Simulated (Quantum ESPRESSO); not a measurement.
Several settings converged on YbZn (P4mm, 2 atoms in the cell)

```xyz
2
Lattice="3.5937 0.0000 0.0000 0.0000 3.5937 0.0000 0.0000 0.0000 3.5937" Properties=species:S:1:pos:R:3 pbc="T T T"
Yb     0.0000     0.0000     0.0500
Zn     1.7969     1.7969     1.7969
```

Base method: PBEsol, SSSP 1.1.2 efficiency (PBE) pseudopotentials (plane waves; Quantum ESPRESSO).

Base settings: ecutwfc = 50 Ry; ecutrho = 400 Ry; occupations = smearing; smearing = fd; degauss = 0.0073499 Ry; input_dft = pbesol; potentials = {Yb: Yb.GGA-PBE-paw-v1.0.UPF, Zn: Zn_pbe_v1.uspp.F.UPF}; K_POINTS = automatic 4 4 4 0 0 0; conv_thr = 1e-10 Ry.

The count of work is k-points × plane waves × bands × iterations; it is no time. 

**The k-point mesh**

The second cell is the first with its lattice scaled by 0.98.

Only quantities that move along the ladder and can be compared are tabulated.

| K_POINTS | free energy less the last step's (meV/atom) | energy of the compressed cell less the first (meV/atom) | pressure (GPa) | largest difference of a force vector from the last step's (eV/Å) | count of work / last |
|---|---|---|---|---|---|
| automatic 2 2 2 0 0 0 | -36.46 | -21.74 | -4.32 | 0.130 | 0.083 |
| automatic 4 4 4 0 0 0 | 71.04 | -19.63 | -3.77 | 0.017 | 0.22 |
| automatic 5 5 5 0 0 0 | -14.34 | -19.53 | -3.95 | 0.004 | 0.21 |
| automatic 7 7 7 0 0 0 | -2.96 | -19.26 | -3.80 | 0.001 | 0.49 |
| automatic 8 8 8 0 0 0 | 0.00 | -20.03 | -3.93 | 0.000 | 1.0 |

Coarsest K_POINTS that holds the forces within 0.02 eV/Å of the last step, with all finer ones: automatic 4 4 4 0 0 0, at 0.22 of the last step's count of work; the step before is off by 0.13 eV/Å.

Coarsest K_POINTS that holds the energy of the compressed cell less the first within 1 meV/atom: not settled: the last two steps still differ by 0.78 meV/atom, over half the tolerance, so the ladder does not show it.

Coarsest K_POINTS that holds the free energy within 5 meV/atom: not settled: the last two steps still differ by 3.0 meV/atom, over half the tolerance, so the ladder does not show it.

**The k-point mesh at a smearing width of 0.02 eV**

In this ladder: degauss = 0.00147 Ry.

Only quantities that move along the ladder and can be compared are tabulated.

| K_POINTS | free energy less the last step's (meV/atom) | pressure (GPa) | count of work / last |
|---|---|---|---|
| automatic 3 3 3 0 0 0 | 121.20 | -5.25 | 0.070 |
| automatic 5 5 5 0 0 0 | -14.64 | -4.17 | 0.20 |
| automatic 7 7 7 0 0 0 | -1.35 | -3.88 | 0.47 |
| automatic 8 8 8 0 0 0 | 0.00 | -4.20 | 1.0 |

Coarsest K_POINTS that holds the pressure within 0.5 GPa: not settled: the last two steps still differ by 0.33 GPa, over half the tolerance, so the ladder does not show it.

Coarsest K_POINTS that holds the free energy within 5 meV/atom of the last step, with all finer ones: automatic 7 7 7 0 0 0; the step before is off by 15 meV/atom.

**The SCF threshold**

The mesh stays at the base's, so the ladder's end is converged at best in this setting alone.

Only quantities that move along the ladder and can be compared are tabulated.

| conv_thr | free energy less the last step's (meV/atom) | largest difference of a force vector from the last step's (eV/Å) | count of work / last |
|---|---|---|---|
| 0.0073 Ry | 66.10 | 0.174 | 0.32 |
| 7.3e-05 Ry | 0.46 | 0.035 | 0.56 |
| 7.3e-07 Ry | 0.01 | 0.052 | 0.64 |
| 1e-10 Ry | 0.00 | 0.000 | 0.88 |
| 7.3e-14 Ry | 0.00 | 0.000 | 1.0 |

Coarsest conv_thr that holds the free energy within 5 meV/atom of the last step, with all finer ones: 7.3e-05 Ry; the step before is off by 66 meV/atom.

Coarsest conv_thr that holds the forces within 0.02 eV/Å of the last step, with all finer ones: 1e-10 Ry; the step before is off by 0.052 eV/Å.

On the base run: the starting cell comes from a database of computed structures (which also holds hypothetical and non-ambient phases and stackings), without a prior relaxation at this level. Its lattice was rescaled by up to half a per cent. One atom was moved a little off its site on purpose. Spin polarisation is off. In the base run, with a pressure of about -4 GPa the cell is away from its equilibrium volume at this level. Without a gap this mesh is coarse (it stands for a supercell whose shortest vector is 14 Å).
